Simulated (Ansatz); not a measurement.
Hops of point defects in fcc Cu, each between lowest sites run for its defect: PBE bands (Ansatz, an electronic-structure program, plane waves to 420 eV, PAW, climbing-image NEB) beside the CHGNet universal potential on its own band (it has no charge state). Static nuclei, no finite-size correction. The rows are a random draw from the bands that converged and passed our checks of state and shape. Saddle orders were checked for a part of the study's bands only and are not shown. Vacancies start on their lattice site; split forms were not set up. Spin-orbit coupling is left out.

| Row | Defect | Route | Hop (Å) | Cell and PBE mesh | CHGNet k-points | PBE barrier x (eV) | CHGNet barrier y (eV) |
|---|---|---|---|---|---|---|---|
| 1 | Os-vacancy pair (Os on Cu, Cu vacant), charge 0 | Os changes places with the vacancy (Os-vacancy distance between ideal sites 2.57 Å throughout) | 2.49 | 32 sites, 2×2×2 shifted | none | 1.28 | 0.88 |
| 2 | Mg-vacancy pair (Mg on Cu, Cu vacant), charge 0 | Mg changes places with the vacancy (Mg-vacancy distance between ideal sites 2.57 Å throughout) | 2.13 | 32 sites, 2×2×2 shifted | none | 0.29 | 0.23 |
| 3 | Cu vacancy, charge 0 | a nearby Cu jumps into the vacancy | 2.51 | 32 sites, 3×3×3 shifted | none | 0.76 | 0.56 |
| 4 | Al-vacancy pair (Al on Cu, Cu vacant), charge 0 | a nearby Cu jumps into the vacancy (Al-vacancy distance between ideal sites 2.57 → 3.63 Å) | 2.50 | 32 sites, 3×3×3 shifted | none | 0.71 | 0.55 |
| 5 | Ge-vacancy pair (Ge on Cu, Cu vacant), charge 0 | Ge changes places with the vacancy (Ge-vacancy distance between ideal sites 2.57 Å throughout) | 2.39 | 32 sites, 2×2×2 shifted | none | 0.46 | 0.34 |
| 6 | Al-vacancy pair (Al on Cu, Cu vacant), charge 0 | Al changes places with the vacancy (Al-vacancy distance between ideal sites 2.57 Å throughout) | 2.43 | 32 sites, 3×3×3 shifted | none | 0.61 | 0.57 |
| 7 | Si-vacancy pair (Si on Cu, Cu vacant), charge 0 | Si changes places with the vacancy (Si-vacancy distance between ideal sites 2.57 Å throughout) | 2.55 | 32 sites, 2×2×2 shifted | none | 0.67 | ? |

Task: Fit a straight line y = a x + b to rows 1 to 6, predict row 7, and compare with the computed value.

Result: Means: x̄ = 0.685, ȳ = 0.522 eV. Sums: Sxx = 0.573, Sxy = 0.369 eV². So a = Sxy/Sxx = 0.644 and b = ȳ − a x̄ = 0.081 eV, with a scatter of 0.06 eV about the line. Row 7: 0.644 × 0.67 + 0.081 ≈ 0.51 eV. The computed CHGNet value is 0.61 eV, +0.10 eV from the line, beyond the scatter. The line only summarises these rows of one host.
